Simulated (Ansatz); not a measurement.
Input:

```
CELL_PARAMETERS angstrom
     -1.65979     1.65979     1.65979
      1.65979    -1.65979     1.65979
      1.65979     1.65979    -1.65979
ATOMIC_POSITIONS crystal
  Ta 0.00000 0.00000 0.00000
```

No spin polarisation.

A single point on Ta, its geometry relaxed with PBE.

Level of theory: r2SCAN (Ansatz, a first-principles code; PAW; 500 eV plane waves; scalar-relativistic without spin-orbit coupling). Γ-centred 20×20×20 mesh, Fermi–Dirac width 0.05 eV.

**Question.** Predict the band gap.

**Answer.** Zero.

**Question.** What pressure does the calculation give?

**Answer.** -2.7 GPa.

Single points use the geometry relaxed with PBE. No phonon test of stability was made. The final runs are not spin-polarised. The cell is Ta in the bcc (W type) structure (space group Im-3m, No. 229).
